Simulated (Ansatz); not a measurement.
The starting structures come from a database of crystals and need not be the phases stable at ambient conditions.

By PBEsol, the system below comes out a metal.

Without scattering a metal conducts by its projected Fermi surface.

```
Ag
1.0
    2.94609     0.00000     0.00000
   -1.47304     2.55139     0.00000
    1.47305     0.85046     7.42079
Ag
3
Cartesian
  0.00000   0.00000   0.00000
  1.47305   0.85046   2.47224
  1.47305   2.55139   4.94855
```

Space group of this cell: R-3m. The cell is strained (lengths along the current scaled by 1.03, ions clamped); by PBEsol its mean pressure is -9.4 GPa.

The current flows along the normal of the first two printed cell vectors, the (001) (indices of the unstrained crystal) plane of the conventional cell. No spin-orbit coupling; the value is a mean over 0.1 eV about the Fermi level.

Q: Compute, with Ansatz (a first-principles code) with PBEsol, the ballistic conductance per area.

A: 0.77 × 10¹⁵ S/m² for both spins.
